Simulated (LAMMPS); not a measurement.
Molecular dynamics of a melt of Cu (fcc) with 25 % of Cu sites Zr, 864 atoms, cooled from 2170 K to 300 K at 1e+12 K/s, at zero pressure.

Level of theory: classical MD, pair style eam/fs, file CuZr_mm.eam.fs, run in LAMMPS.

Task: Estimate the state found, the first peak of g(r), Zr-Zr, the coordination number of Zr by Cu, the coordination number of Zr by Zr for this model.

Result: state found: glass; first peak of g(r), Zr-Zr: 3.14 Å, height 3.5; coordination number of Zr by Cu: 11.8 (counted to 3.86 Å); coordination number of Zr by Zr: 3.80 (counted to 3.90 Å).
